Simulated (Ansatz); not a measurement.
# Ge, response to strain

Base system: Ge in the diamond structure (space group Fd-3m, No. 227).

```xyz
2
Lattice="0.0000 2.8111 2.8111 2.8111 0.0000 2.8111 2.8111 2.8111 0.0000" Properties=species:S:1:pos:R:3 pbc="T T T"
Ge     0.0000     0.0000     0.0000
Ge     1.4055     1.4055     1.4055
```

Cartesian axes are those of the cell as printed.

Strains are applied to the cell and any free atomic positions relax; under biaxial strain the out-of-plane vector relaxes too.

Method: LDA (Ansatz, a quantum-chemistry and plane-wave program; PAW; 420 eV plane waves; no spin-orbit coupling).

Notes on the quantities. pressure: mean of the normal stresses, compression positive; energy relative to the base: free energy F.

```tsv
change	pressure	energy relative to the base	volume per atom
base	0.0 GPa	0 meV/atom	22.21 Å³
biaxial strain −2.50 %, plane normal [111], relaxed out of plane	3.2 GPa	+16 meV/atom	21.33 Å³
biaxial strain −2.08 %, plane normal [111], relaxed out of plane	2.6 GPa	+11 meV/atom	21.48 Å³
biaxial strain −1.67 %, plane normal [111], relaxed out of plane	2.1 GPa	+7.0 meV/atom	(withheld)
biaxial strain −0.83 %, plane normal [111], relaxed out of plane	1.0 GPa	+1.7 meV/atom	21.92 Å³
biaxial strain −0.42 %, plane normal [111], relaxed out of plane	(withheld)	+0.4 meV/atom	22.06 Å³
biaxial strain +0.42 %, plane normal [111], relaxed out of plane	-0.5 GPa	+0.4 meV/atom	22.36 Å³
biaxial strain +0.83 %, plane normal [111], relaxed out of plane	-0.9 GPa	(withheld)	22.51 Å³
biaxial strain +1.67 %, plane normal [111], relaxed out of plane	-1.7 GPa	+6.2 meV/atom	22.81 Å³
biaxial strain +2.08 %, plane normal [111], relaxed out of plane	-2.1 GPa	+9.6 meV/atom	22.95 Å³
```

### Question
Some entries are withheld; estimate them.

### Answer

- biaxial strain −1.67 %, plane normal [111], relaxed out of plane, volume per atom: 21.62 Å³
- biaxial strain −0.42 %, plane normal [111], relaxed out of plane, pressure: 0.5 GPa
- biaxial strain +0.83 %, plane normal [111], relaxed out of plane, energy relative to the base: +1.6 meV/atom

Whether these cells are dynamically stable was not tested.
